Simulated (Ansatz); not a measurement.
**A computed series for SiC: response to strain**

Base system: SiC in the zinc blende structure (space group F-43m, No. 216; a = 4.329 Å). Axes: x, y, z lie along the cube axes.

Strains are applied to the cell and any free atomic positions relax.

The values are results of LDA (Ansatz, a quantum-chemistry and plane-wave program), no spin-orbit coupling, not measurements.

Notes on the quantities. pressure: mean of the normal stresses, compression positive; energy relative to the base: free energy F.

```csv
change,band gap,pressure,energy relative to the base
base,1.30 eV,0.00 GPa,0 meV/atom
tensor shear ε_xy = +1.71 %,1.06 eV,0.16 GPa,+9.3 meV/atom
tensor shear ε_xy = +0.29 %,1.27 eV,0.00 GPa,+0.3 meV/atom
tensor shear ε_xy = +1.43 %,1.11 eV,0.11 GPa,+6.5 meV/atom
tensor shear ε_xy = +1.14 %,1.15 eV,0.07 GPa,+4.1 meV/atom
tensor shear ε_xy = +0.57 %,…,0.02 GPa,…
tensor shear ε_xy = +2.00 %,1.01 eV,0.22 GPa,+13 meV/atom
tensor shear ε_xy = +0.86 %,1.20 eV,0.04 GPa,+2.4 meV/atom
```

Some entries are withheld; estimate them.


- tensor shear ε_xy = +0.57 %, band gap: 1.24 eV
- tensor shear ε_xy = +0.57 %, energy relative to the base: +1.0 meV/atom

No phonon test of stability was made.
